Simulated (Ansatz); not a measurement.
The reference is Si in the diamond structure (space group Fd-3m, No. 227; a = 5.434 Å). Axes: x, y, z lie along the cube axes.

Perturbation: compressive biaxial strain of 1.29 % in the plane normal to [001], as in epitaxy on a mismatched substrate; the out-of-plane cell vector and the atoms relax.

Levels (all Ansatz, an electronic-structure program, PAW): PBEsol (420 eV, scalar-relativistic without spin-orbit coupling); r2SCAN (500 eV, no spin-orbit coupling); HSE06 (420 eV, no spin-orbit coupling).

At the geometry relaxed with PBEsol, these levels gave the following band gaps, in shuffled order: (a) 0.97 eV, (b) 0.31 eV, (c) 0.60 eV.

Task: Match each gap to its level.

Result: (a) HSE06; (b) PBEsol; (c) r2SCAN.

Single points use the geometry relaxed with PBEsol. The hybrid gap comes from the SCF mesh plus the semilocal run's edge points and a few special points and is an upper bound. Whether these cells are dynamically stable was not tested.
